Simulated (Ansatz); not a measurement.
An Ansatz (an electronic-structure program) input (Kohn–Sham DFT with the PBEsol functional, run in Ansatz with PAW and 420 eV plane waves, no spin-orbit coupling):

Ansatz 0.2 input:
```yaml
crystal:
  lattice:
    - [4.7045450863, 0, 0]
    - [0, 4.7045450863, 0]
    - [0, 0, 4.7045450863]
  atoms:
    - { symbol: V, position: [0.5, 0.25, 0] }
    - { symbol: V, position: [0.5, 0.75, 0] }
    - { symbol: V, position: [0.25, 0, 0.5] }
    - { symbol: V, position: [0.75, 0, 0.5] }
    - { symbol: V, position: [0, 0.5, 0.25] }
    - { symbol: V, position: [0, 0.5, 0.75] }
    - { symbol: Ge, position: [0.5, 0.5, 0.5] }
    - { symbol: Ge, position: [0, 0, 0] }
basis: { ecutwfc: 420, ecutrho_ratio: 4, xc_grid: 2, fft_grid_basis: typed }
kpoints: { mp_grid: { grid: [10, 10, 10] } }
hamiltonian:
  xc: pbesol
  dispersion: none
  pseudopotentials: { kind: paw }
scf: { occupations: { method: fermi_dirac, width: 0.05 }, convergence: { dr2_threshold: 0.0000000008 } }
output: { forces: true, stress: true }
checkpoint: { write: state.ck, write_every: 1000 }
```

**Question.** Which symmetry and how many k-points will the program report, and about how many plane waves at Γ?

**Answer.** Space group Pm-3n (ITA 223) with 48 operations, k-points 56 of 1000, and 2007 plane waves at Γ.

No phonon test of stability was made. All final runs are without spin polarisation. The cell was made from V₃Ge in the A15 (Cr3Si type) structure (space group Pm-3n, No. 223) by this change: non-magnetic.
